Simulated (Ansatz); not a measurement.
The starting structures come from a database of crystals and need not be the phases stable at ambient conditions.

The decay constant κ of evanescent states in the gap governs leakage through a thin film.

```
Se
1.0
    4.06785     0.00000     0.00000
   -2.03392     3.52286     0.00000
    0.00000     0.00000     5.12902
Se
3
Cartesian
 -0.50290   0.87104   0.85484
  1.53103   2.65182   4.27418
 -1.02813   3.52286   2.56451
```

Space group of this cell: P3_221. The cell was relaxed by PBE-D3(BJ); by r2SCAN its mean pressure is 1.2 GPa.

Transport runs along the normal of the first two printed cell vectors, the (001) plane of the conventional cell.

No gap correction and no spin-orbit coupling; mid-gap values are interpolated between computed energies.

Task: Compute, with Ansatz (a quantum-chemistry and plane-wave program) with r2SCAN, the band gap and the smallest decay constant κ at mid-gap.

Result: Gap 0.72 eV on a 12×12×6 mesh; κ = 0.087 1/Å, at (0.333, 0.333) of the in-plane reciprocal vectors. At the zone centre, at the nearest computed energy, the slowest state has κ = 0.38 1/Å.
